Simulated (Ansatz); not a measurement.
The parent structure is SnSe₂ in the CdI2 type structure (space group P-3m1, No. 164; layered, stacked along the Cartesian z axis).

```xyz
3
Lattice="3.8258 0.0000 0.0000 -1.9129 3.3133 0.0000 0.0000 0.0000 6.2309" Properties=species:S:1:pos:R:3 pbc="T T T"
Sn     0.0000     0.0000     0.0000
Se     0.0000     2.2088     1.5760
Se     1.9129     1.1044     4.6549
```

All numbers come from Kohn–Sham DFT with the r2SCAN+rVV10 functional, run in Ansatz (a program for electronic structure) with PAW and 500 eV plane waves, spin-orbit coupling left out.

Carriers are added at fixed cell with a uniform background; the Fermi–Dirac width is that of 300 K.

One change was made to it. Results:

```csv
quantity,base,after
gap between the host's bands,0.92 eV,0.44 eV
largest internal atomic displacement,–,0.093 Å
Fermi level relative to the doped band's edge (positive inside the band; to 0.05 eV),–,+1.00 eV
gap character,"indirect, K–Γ (71 % along) → k = (0, 0.444, 0.300) in the run's primitive reciprocal basis","indirect, k = (0, 0.111, -0.200) in the run's primitive reciprocal basis → k = (0, 0.444, 0.400) in the run's primitive reciprocal basis"
```

Problem. Name the change that was made.
A. electrons 1.0×10^22 cm⁻³
B. electrons 7.0×10^21 cm⁻³
C. electrons 5.0×10^21 cm⁻³
D. holes 7.0×10^21 cm⁻³

Solution. A, electrons 1.0×10^22 cm⁻³. For comparison, the gap between the host's bands in the other runs: electrons 5.0×10^21 cm⁻³ gives 0.73 eV; holes 7.0×10^21 cm⁻³ gives 0.94 eV; electrons 7.0×10^21 cm⁻³ gives 0.63 eV.

Carriers are added with a uniform compensating background; total energy and stress of such cells depend on the potential's zero and are not compared; many-body gap narrowing is missing at this level. Stability against distortions was not tested.
